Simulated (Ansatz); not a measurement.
System: cubic perovskite CsCaF₃. Method: BLYP in Ansatz (PAW).

The input as run:

Ansatz 0.2 input:
```yaml
crystal:
  lattice:
    - [4.5614085577, 0.0, 0.0]
    - [0.0, 4.5614085577, 0.0]
    - [0.0, 0.0, 4.5614085577]
  atoms:
    - { symbol: Cs, position: [0.0, 0.0, 0.0] }
    - { symbol: Ca, position: [0.5, 0.5, 0.5] }
    - { symbol: F, position: [0.5, 0.0, 0.5] }
    - { symbol: F, position: [0.0, 0.5, 0.5] }
    - { symbol: F, position: [0.5, 0.5, 0.0] }
basis:
  ecutwfc: 520
  ecutrho_ratio: 4
  xc_grid: 2
kpoints:
  mp_grid: { grid: [8, 8, 8] }
hamiltonian:
  xc: blyp
  dispersion: none
  pseudopotentials: { kind: paw }
scf:
  occupations: { method: fermi_dirac, width: 0.01 }
  convergence: { dr2_threshold: 0.0000000005 }
output:
  forces: true
  stress: true
  eigenvalues: true
```

How many irreducible k-points, plane waves at Γ does the program set up, and what pressure does the run end with?

35 irreducible k-points, 2517 plane waves at Γ; P = 2.01 GPa, so the cell is compressed on average and its volume would grow at this level.

Excerpt of the program's output:

```
Crystal: 5 atoms, lattice volume = 94.907 Å³
Basis set: ecut = 520 eV, 2517 PW (Γ), exchange–correlation on 72×72×72 points (8 copies of the dense FFT grid, shifted against one another)
Bands: 25, of which v1, the nominal top of the filled ones, is band 20 counted from 1 (19 counted from 0)
Symmetry: 48 space group operations
Space group: Pm-3m (ITA 221), of the structure as read, at distance tolerance 4.6e-5 Å
k-points: 35 of 512
Functional: x = b88, c = lyp
SCF iter   1: F=—  HF=-9954.008392 eV  |F-HF|=—  |Δ(HF+E_count)|=         —  Δρ=9.60e-3  dr2=3.78e-2
SCF iter   2: F=—  HF=-9953.998638 eV  |F-HF|=—  |Δ(HF+E_count)|=   9.75e-3  Δρ=2.62e-3  dr2=4.13e-3
  ...
SCF iter   7: F=—  HF=-9953.998243 eV  |F-HF|=—  |Δ(HF+E_count)|=   6.73e-9  Δρ=9.00e-7  dr2=5.38e-10
SCF iter   8: F=-9953.998243 eV  HF=-9953.998243 eV  |F-HF|=1.82e-12  |Δ(HF+E_count)|=  2.55e-10  Δρ=1.02e-7  dr2=1.08e-11
SCF 1 converged in 8 iterations: F = -9953.998243 eV  dr2 = 1.08e-11
SCF converged after 8 iterations
Free energy (F): -9953.998243 eV
Internal energy: -9953.998243 eV  (E = F + TS)
E sigma→0 (E₀):  -9953.998243 eV
Fermi energy:    6.196095 eV
--- Forces (eV/Å), atoms counted from 1 ---
  atom   1  Cs    -0.00000000     0.00000000    -0.00000000
  atom   2  Ca     0.00000000    -0.00000000     0.00000000
  atom   3  F      0.00000000    -0.00000000     0.00000000
  atom   4  F      0.00000000     0.00000000     0.00000000
  atom   5  F     -0.00000000     0.00000000     0.00000000
--- Stress (GPa, compression-positive) ---
        2.010001       0.000000       0.000000
       -0.000000       2.010001       0.000000
        0.000000       0.000000       2.010001
  P = ⅓ Tr σ = 2.0100 GPa (20.100 kbar)
```

The cell is one volume of an energy–volume scan, off the minimum.

The PAW data were made under PBE.

Cost on a shared machine: around 8 core-seconds (rough).

Ansatz is a quantum-chemistry and plane-wave program.
